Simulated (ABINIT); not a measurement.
Band structure of HfB2 (P6/mmm, 3 atoms in the cell).

```yaml
crystal:
  lattice:
    - [1.59528, -2.76310, 0.00000]
    - [1.59528, 2.76310, 0.00000]
    - [0.00000, 0.00000, 3.53603]
  atoms:
    - { symbol: Hf, position: [0.00000, 0.00000, 0.00000] }
    - { symbol: B, position: [0.33333, 0.66667, 0.50000] }
    - { symbol: B, position: [0.66667, 0.33333, 0.50000] }
```

Method: PBE, PAW (JTH v2.0 PBE PAW) (plane waves; ABINIT 10.0.3).

Settings: pseudos = [Hf.GGA_PBE-JTH.xml, B.GGA_PBE-JTH.xml]; ecut = 40 Ry; pawecutdg = 80 Ry; pawxcdev = 0; ixc = 11; occopt = 7; tsmear = 0.1 eV; ngkpt = 10 10 8; nshiftk = 1; shiftk = 0 0 0; potentials = JTH v2.0 PBE PAW; kptopt = 1; nstep = 50.

The starting cell has typed, rounded lattice constants, without a prior relaxation at this level. Its lattice was rescaled by a random factor within 2.5 % of one. Spin-orbit coupling is off.

Levels in eV from the Fermi level, bands 6 to 13:
```
point      6      7      8      9    10    11    12    13
-----  -----  -----  -----  -----  ----  ----  ----  ----
Γ      -2.79  -2.70  -2.70  -2.70  3.90  3.90  4.51  4.51
M      -8.91  -3.86  -3.28  -2.63  2.10  2.70  5.31  5.50
K      -8.13  -7.42  -2.39  -2.39  1.75  1.75  3.38  9.01
A      -8.09  -1.08  -1.08   0.41  0.41  1.06  1.06  2.21
L      -7.34  -4.70  -4.45  -2.66  3.84  4.00  5.99  6.84
H      -8.84  -5.32  -3.04  -3.04  4.23  5.18  6.56  6.56
```

Bands cross the Fermi level along this path, so the cell is metallic at this level.
